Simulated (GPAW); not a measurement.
**Convergence series on KMo₃S₃ (P6_3/m, 14 atoms in the cell)**

```xyz
14
Lattice="8.9743 0.0000 0.0000 -4.4871 7.7719 0.0000 0.0000 0.0000 4.4801" Properties=species:S:1:pos:R:3 pbc="T T T"
K      0.0000     5.1813     3.3601
K      4.4871     2.5906     1.1200
Mo    -3.5084     6.5810     3.3601
Mo     7.9955     1.1909     1.1200
Mo     1.5207     0.2522     1.1200
Mo     2.9664     7.5197     3.3601
Mo     0.5420     1.4431     3.3601
Mo     3.9452     6.3288     1.1200
S      2.8749     0.4973     3.3601
S      1.6123     7.2746     1.1200
S      1.0067     2.7384     1.1200
S      3.4804     5.0336     3.3601
S      7.1061     2.2410     3.3601
S     -2.6190     5.5309     1.1200
```

Method of the run: PBEsol, GPAW PAW datasets PBEsol (made by gpaw-setup) (plane waves; GPAW 25.7.0).

The starting cell comes from a database of computed structures (which also holds hypothetical and non-ambient phases and stackings), without a prior relaxation at this level. Its lattice was rescaled by a random factor within 2.5 % of one. Spin polarisation is off. In the base run, with a pressure of about -6 GPa the cell is away from its equilibrium volume at this level.

Held fixed: mode = pw; xc = PBEsol; kpts = 3 3 5; mesh shift (steps) = 0.5 0.5 0.5; occupations.name = fermi-dirac; occupations.width = 0.136 eV; nbands = -18; convergence.density = 1e-05 e/electron; convergence.energy = 1e-05 eV/electron; symmetry.symmorphic = false; symmetry.tolerance = 0.0005; maxiter = 120.

ΔF is the free energy per atom less that of the last row (825 eV).

The series runs over ecut = 220 eV; 275 eV; 330 eV; 385 eV; 440 eV; 495 eV; 550 eV; 630 eV; 715 eV; 825 eV.

**Question.** From which setting on does the pressure stay within 1 GPa of the last one?

**Answer.** From ecut = 440 eV on; the one before it is off by 1.1 GPa. The value it settles on is -6.3 GPa at this level of theory and with the other settings as held.

```json
[
 {"ecut": "220 eV", "ΔF (meV/atom)": "439.7", "pressure (GPa)": "-10.77", "largest force (eV/Å)": "0.892", "plane waves": "2338", "iterations": "28"},
 {"ecut": "275 eV", "ΔF (meV/atom)": "219.4", "pressure (GPa)": "-10.70", "largest force (eV/Å)": "0.917", "plane waves": "3258", "iterations": "23"},
 {"ecut": "330 eV", "ΔF (meV/atom)": "95.0", "pressure (GPa)": "-8.98", "largest force (eV/Å)": "0.909", "plane waves": "4272", "iterations": "33"},
 {"ecut": "385 eV", "ΔF (meV/atom)": "34.0", "pressure (GPa)": "-7.44", "largest force (eV/Å)": "0.899", "plane waves": "5380", "iterations": "31"},
 {"ecut": "440 eV", "ΔF (meV/atom)": "13.1", "pressure (GPa)": "-6.73", "largest force (eV/Å)": "0.905", "plane waves": "6565", "iterations": "26"},
 {"ecut": "495 eV", "ΔF (meV/atom)": "6.6", "pressure (GPa)": "-6.48", "largest force (eV/Å)": "0.905", "plane waves": "7842", "iterations": "24"},
 {"ecut": "550 eV", "ΔF (meV/atom)": "4.0", "pressure (GPa)": "-6.42", "largest force (eV/Å)": "0.906", "plane waves": "9174", "iterations": "28"},
 {"ecut": "630 eV", "ΔF (meV/atom)": "2.1", "pressure (GPa)": "-6.38", "largest force (eV/Å)": "0.906", "plane waves": "11244", "iterations": "30"},
 {"ecut": "715 eV", "ΔF (meV/atom)": "0.88", "pressure (GPa)": "-6.36", "largest force (eV/Å)": "0.906", "plane waves": "13594", "iterations": "27"},
 {"ecut": "825 eV", "ΔF (meV/atom)": "0.00", "pressure (GPa)": "-6.35", "largest force (eV/Å)": "0.903", "plane waves": "16838", "iterations": "31"}
]
```
